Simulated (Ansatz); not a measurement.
**WSi2, pressure series**

Take WSi2 (space group I4/mmm, No. 139) as the base.

```cif
data_Si4W2
_chemical_formula_sum 'Si4 W2'
_space_group_name_H-M_alt 'I4/mmm'
_space_group_IT_number 139
_space_group_name_Hall '-I 4 2'
_cell_length_a 3.22920
_cell_length_b 3.22920
_cell_length_c 7.86721
_cell_angle_alpha 90.000
_cell_angle_beta 90.000
_cell_angle_gamma 90.000
loop_
_atom_site_label
_atom_site_type_symbol
_atom_site_symmetry_multiplicity
_atom_site_Wyckoff_symbol
_atom_site_fract_x
_atom_site_fract_y
_atom_site_fract_z
_atom_site_occupancy
Si1 Si 4 e 0.00000 0.00000 0.33458 1
W1 W 2 a 0.00000 0.00000 0.00000 1
```
(The calculation used a cell of 3 atoms; values per cell refer to that cell.)

Cell and atoms are relaxed at each pressure.

Computed with Kohn–Sham DFT with the PBE functional, run in Ansatz (a program for electronic structure) with PAW and 420 eV plane waves, no spin-orbit coupling.

| P (GPa) | V (Å³/atom) |
|---|---|
| -2.00 | 13.801 |
| -1.00 | 13.736 |
| 0.90 | 13.617 |
| 2.10 | 13.544 |
| 4.50 | 13.404 |
| 9.00 | 13.161 |
| 15.00 | 12.870 |
| 22.49 | 12.548 |
| 29.99 | 12.261 |

A third-order Birch–Murnaghan fit to these points gives V₀ = 13.67 Å³/atom, B₀ = 217 GPa and B₀′ = 4.3. At pressure 30 GPa the volume is 89.7 % of V₀.

Load acts through the strain it causes; cell and atoms are relaxed under it. Whether these cells are dynamically stable was not tested. No other phases were tried under pressure. All final runs are without spin polarisation.
